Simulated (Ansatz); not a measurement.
**TiO2: strain tensor (xx, yy, zz, yz, xz, xy) = (+1.78, −2.21, −0.33, −0.96, +0.26, −1.24) %**

Take TiO₂ in the rutile structure (space group P4_2/mnm, No. 136; a = 4.5912 Å, c = 2.9391 Å) as the base. Axes: x, y, z lie along a, b, c of the conventional cell.

The change: the symmetric strain tensor [0.0178 -0.0123 0.0026; -0.0123 -0.0221 -0.0096; 0.0026 -0.0096 -0.0033], atoms relaxed at fixed cell.

Computed with Ansatz (an electronic-structure program), PBEsol, PAW, cutoff 420 eV, scalar-relativistic without spin-orbit coupling. Settings: 7×7×11 k-points, 0.05 eV Fermi–Dirac smearing.

The volume per atom falls by 0.085 Å³ to 10.24 Å³ and the space group changes from P4_2/mnm (No. 136) to P-1 (No. 2). The energy goes up by 8.7 meV/atom and the pressure (mean of the normal stresses, compression positive) goes from zero to 1.79 GPa. The band gap goes up by 0.04 eV, from 1.87 eV to 1.91 eV (an upper bound: an edge found on the path is not a true extremum; the changed cell) and the stress (xx, yy, zz, yz, xz, xy; compression positive) comes out as (-0.06, 3.21, 2.23, 2.30, -0.61, 5.79) GPa.

Final structure:

```
TiO2
1.0
    4.67289    -0.05670     0.01194
   -0.05670     4.48971    -0.04408
    0.00764    -0.02821     2.92936
Ti O
2 4
Direct
  0.00000   0.00000   0.00000
  0.50000   0.50000   0.50000
  0.31340   0.29494   0.99715
  0.81292   0.20531   0.50400
  0.18708   0.79469   0.49600
  0.68660   0.70506   0.00285
```

Whether these cells are dynamically stable was not tested. The final runs are not spin-polarised.
